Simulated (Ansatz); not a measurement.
The parent structure is MgTe in the zinc blende structure (space group F-43m, No. 216; a = 6.439 Å).

Calculations: plane-wave PAW DFT at the PBEsol level (Ansatz, a first-principles code, 420 eV), scalar-relativistic without spin-orbit coupling.

Before the change:

| Property | Value |
|---|---|
| Valley order | Γ 2.35 eV; X along ⟨100⟩ 2.71 eV; L along ⟨111⟩ 3.18 eV |

Perturbation: the cell is scaled by 1.0250 in all directions; the atoms relax in the strained cell.

**Question.** How does this affect the valley order?

**Answer.** The valley order (the lowest conduction-band minima on the path, energy above the VBM, named in the base's zone) goes from Γ 2.35 eV; X along ⟨100⟩ 2.71 eV; L along ⟨111⟩ 3.18 eV to Γ 2.04 eV; X along ⟨100⟩ 2.81 eV; L along ⟨111⟩ 3.00 eV.

**Question.** How does this affect the energy relative to the base?

**Answer.** The energy rises by 20 meV/atom.

With Te present, leaving out spin-orbit coupling can change the band edges. The levels and masses belong to the bands next to the band gap. No phonon test of stability was made.
